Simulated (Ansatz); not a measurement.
CdS (P6_3mc), r2SCAN with spin-orbit coupling, rigid bands run with Ansatz (a program for electronic structure): N_c = 1.73e18 cm⁻³ at 300 K and an electron conductivity mass of 0.161 mₑ along z (a = (4.16, 0.00, 0.00) Å; b = (-2.08, 3.61, 0.00) Å; c = (0.00, 0.00, 6.77) Å).

Question: For 1e16 electrons per cm³ at 300 K, place the Fermi level, estimate the Seebeck coefficient of a parabolic band with constant τ, and give mobility and conductivity for τ = 5 fs.

Answer: The level lies k_BT ln(N_c/n) = 0.133 eV below the conduction-band minimum. S ≈ −(k_B/e)[ln(N_c/n) + 5/2] = -660 μV/K, against -654 μV/K from the full bands (mean over directions). μ = eτ/m = 54.6 cm²/(V·s) and σ = neμ = 0.0875 S/cm. τ is assumed, not computed.

Band transport and this doping are assumed; polarons and phonon drag are left out.
